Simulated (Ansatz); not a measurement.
**GaAs: pressure 22.5 GPa**

Start from GaAs in the zinc blende structure (space group F-43m, No. 216; a = 5.6590 Å).

Now apply this change: a hydrostatic pressure of 22.5 GPa.

Calculations: PBEsol (Ansatz, a program for electronic structure; PAW; 420 eV plane waves; no SOC). k-mesh 10×10×10 (Γ-centred); smearing 0.05 eV (Fermi–Dirac).

| quantity | base | changed | shift |
|---|---|---|---|
| lattice parameter a | 5.659 Å | 5.287 Å | -0.3715 Å |
| shortest interatomic distance | 2.450 Å | 2.290 Å | -0.1609 Å |
| enthalpy H = E + PV relative to the base's energy | – | +2.84 eV/atom | – |
| band gap | 0.42 eV | 0.90 eV | +0.48 eV |
| gap character | direct at Γ | indirect, Γ → X | – |
| width of the top valence band | 3.36 eV | 4.45 eV | +1.09 eV |
| hole mass (degenerate bands, along [100]) | 0.025, 0.34, 0.34 mₑ (at Γ) | 0.096, 0.27, 0.27 mₑ (at Γ) | – |
| valley order (the lowest conduction-band minima on the path, energy above the VBM, named in the base's zone) | Γ 0.42 eV; L along ⟨111⟩ 0.92 eV; a point along ⟨100⟩, about 1.0 Å⁻¹ from Γ 1.32 eV | a point along ⟨100⟩, about 1.0 Å⁻¹ from Γ 0.90 eV; L along ⟨111⟩ 1.53 eV; Γ 2.02 eV | – |

Load acts through the strain it causes; cell and atoms are relaxed under it. Masses are band curvatures over ±0.01 Å⁻¹ around the edge. Stability against distortions was not tested. Measured, GaAs leaves this structure (for a Cmcm phase) near 15 GPa (room temperature; as listed in arXiv:1906.07825).
